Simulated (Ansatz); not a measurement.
Fluorite CoSi2, treated with r²SCANh (Ansatz, a first-principles code, PAW).

Run with plane-wave cutoff 520 eV, 10×10×10 k mesh, Fermi–Dirac smearing 0.05 eV, no spin polarisation, scalar-relativistic PAW data made under PBE.

The volume scan:

```tsv
V (Å³/atom)	E − E_lowest (meV/atom)	P (GPa)
11.742	22.47	12.01
12.051	5.54	5.69
12.360	0.00	0.17
12.555	1.72	-2.94
12.978	17.50	-8.84
```

Q: Estimate the bulk modulus and its pressure derivative from these points.

A: V0 = 12.371 Å³/atom, B0 = 205 GPa, B′ = 4.5 (fit to the energies at full precision).

Measured, for comparison: equilibrium volume per atom 12.87 Å³/atom (room temperature, not corrected to a static lattice; as tabulated in Hegde and Bowen (2014), arXiv:1405.1317). Computed (rounded) less measured: equilibrium volume per atom -3.9 %.

Note: the run has no spin polarisation, so it can have missed a magnetic state.

Computed values are for the static lattice.
